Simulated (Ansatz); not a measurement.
Take MgTe in the zinc blende structure (space group F-43m, No. 216) as the base.

```yaml
crystal:
  lattice:
    - [0.00000, 3.18405, 3.18405]
    - [3.18405, 0.00000, 3.18405]
    - [3.18405, 3.18405, 0.00000]
  atoms:
    - { symbol: Mg, position: [0.00000, 0.00000, 0.00000] }
    - { symbol: Te, position: [0.25000, 0.25000, 0.25000] }
```

Cartesian axes are those of the cell as printed.

Calculations: LDA/PAW in Ansatz (an electronic-structure program), no spin-orbit coupling.

Strains are applied to the cell and any free atomic positions relax; under biaxial strain the out-of-plane vector relaxes too.

One change was made to it. Results:

The valley order (the lowest conduction-band minima on the path, energy above the VBM, named in the base's zone) becomes Γ 2.35 eV; X along [100] 2.46 eV; L along [1-11] 3.03 eV; L along [111] 3.38 eV (base: Γ 2.38 eV; X along ⟨100⟩ 2.66 eV; L along ⟨111⟩ 3.17 eV); the pressure (mean of the normal stresses, compression positive) goes up by 1.127 GPa, from 0.01 GPa to 1.13 GPa.

Question: Which of these changes matches the shifts?
A) biaxial strain +1.25 %, plane normal [111], relaxed out of plane
B) biaxial strain −0.42 %, plane normal [111], relaxed out of plane
C) biaxial strain −2.50 %, plane normal [111], relaxed out of plane

Answer: C, biaxial strain −2.50 %, plane normal [111], relaxed out of plane. For comparison, the valley order in the other runs: biaxial strain −0.42 %, plane normal [111], relaxed out of plane gives Γ 2.39 eV; X along [100] 2.63 eV; L along [1-11] 3.15 eV; L along [111] 3.21 eV; biaxial strain +1.25 %, plane normal [111], relaxed out of plane gives Γ 2.22 eV; X along [001] 2.58 eV; L along [111] 2.92 eV; L along [1-1-1] 3.08 eV.

Spin-orbit coupling, missing from the scalar runs, can matter with Te. The levels and masses belong to the bands next to the band gap. No phonon test of stability was made.
